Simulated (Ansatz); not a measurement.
# PtGe₂ (model structure, started from the C49 type, Cmcm, No. 63, 6 atoms in the cell): volume per atom by level of theory

No measured value is used here.

```csv
level (code),value (Å³/atom)
PBE (Ansatz),17.60
PBEsol (Ansatz),16.71
PBE-D3(BJ) (Ansatz),16.78
```

Density-functional levels without +SOC have no spin–orbit coupling. Ansatz's density-functional and Hartree–Fock values are scalar-relativistic unless marked +SOC, with PAW data made under PBE.

A model structure was made by putting elements into a prototype or built by hand; it is no filed structure, need not be a known phase, and can be a saddle point held by its symmetry.

Ansatz is a quantum-chemistry and plane-wave program.
